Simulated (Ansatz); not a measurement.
## A constructed model of the (111)B surface of 3C silicon carbide, C-terminated, (√3x√3)R30° Ge adatom at H3 (bottom of the slab: 3 H on 3 bottom sites)

These are PBE (plane waves to 420 eV, PAW; Ansatz, an electronic-structure program) values and carry that method's errors.

Slab: 28 atoms, 10.7 Å thick at the start with caps and adatoms (thin: gaps and levels are the slab's own); k 6x6x1, smearing 0.025 eV, dipole-corrected; 6 atoms held, the rest relaxed; start symmetry kept, larger cells not searched; spin-polarised, ending with about 1.0 μB a cell; orders that need a larger cell were not tried, no spin-orbit, no U. In PBE it is, or lies within 0.01 eV a 1x1 cell of, the lowest of the 2 structures of its composition computed so far; subsurface sites and larger cells were not tried.

```json
{
  "gap_of_the_slab_on_its_k_mesh": "0.24 eV",
  "highest_filled_level_below_the_top_vacuum_level": "4.72 eV",
  "energy_released_by_relaxation": "1.13 eV",
  "magnetic_moment_of_the_cell": "1.00 μB",
  "cost": "roughly 6 core-minutes"
}
```
